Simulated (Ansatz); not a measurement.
The reference is Ir in the fcc (Cu type) structure (space group Fm-3m, No. 225; a = 3.844 Å).

Computed with DFT with r2SCAN, PAW potentials and a 500 eV plane-wave cutoff in Ansatz (a program for electronic structure), no SOC.

Before the change:

Pressure: 0.0 GPa

The change: the cell is scaled by 0.9716 in all directions, atoms relaxed at fixed cell.

**Question.** Predict the new energy relative to the base and pressure.

**Answer.** The energy goes up by 136 meV/atom; the pressure goes from zero to 40.5 GPa.

The cells carry an imposed strain or load. Stability against distortions was not tested. The final runs are not spin-polarised.
